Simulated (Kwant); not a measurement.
Device: six-terminal Hall bar in a InSb two-dimensional gas. Effective mass 0.014 mₑ, grid spacing 12 nm, hard walls, nominal width 300 nm (25 grid rows, so walls 312 nm apart), one parabolic valley, scattering region 780 nm long along x; energies count from the band bottom; Fermi energy 0.0114 eV. Four side probes 150 nm wide, two on each edge; current runs along x; the sign of the Hall resistance is a convention. Perpendicular field swept from 0.11489 to 2.3437 T, also in the leads; orbital effect alone.

The device is made up for the run: typed textbook-type constants, with dimensions and the other settings drawn at random.

Model: effective-mass tight-binding model on a square grid, one spin, coherent transport at 0 K (Kwant). Resistances are in h/e².

Q: How many Landau levels lie under the Fermi energy, and what Hall resistance follows, at 11.4 meV and 0.606 T; 11.4 meV and 1.36 T; 11.4 meV and 1.55 T; 11.4 meV and 1.74 T?

A: ħωc = ħeB/m = 8.27 meV a tesla; levels lie at (n + ½)ħωc. E/ħωc = 2.28 gives 2 levels and h/(2e²) = 0.500; simulated 0.500. E/ħωc = 1.01 gives 1 level and h/(1e²) = 1.000; simulated 1.000. E/ħωc = 0.89 gives 1 level and h/(1e²) = 1.000; simulated 1.000. E/ħωc = 0.79 gives 1 level and h/(1e²) = 1.000; simulated 1.000.
